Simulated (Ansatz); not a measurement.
**Sc, element substitutions**

Base system: Sc (space group P6_222, No. 180; a = 3.197 Å, c = 8.034 Å; a cell from a computed database, its experimental status unchecked).

Each row replaces one element on all its sites; cell and atoms are relaxed.

All numbers come from PBEsol, PAW, 420 eV (Ansatz, an electronic-structure program; scalar-relativistic without spin-orbit coupling).

```
change   c/a ratio     density  shortest interatomic distance
-------  ---------  ----------  -----------------------------
base         2.513  3.15 g/cm³                        3.119 Å
Sc → In      2.504  7.40 g/cm³                        3.202 Å
Sc → Y       2.487  4.77 g/cm³                        3.394 Å
Sc → La      2.369  6.95 g/cm³                        3.409 Å
```

Stability against distortions was not tested. As relaxed here, In, Y and La are hypothetical phases, not in the database extracts checked. The base started in P6_122 and relaxed to P6_222 at this level. All final runs are without spin polarisation. Sc and Y have a high density of states at the Fermi level and may be magnetic at this level. This is not the structure that Sc has at room temperature and ambient pressure.
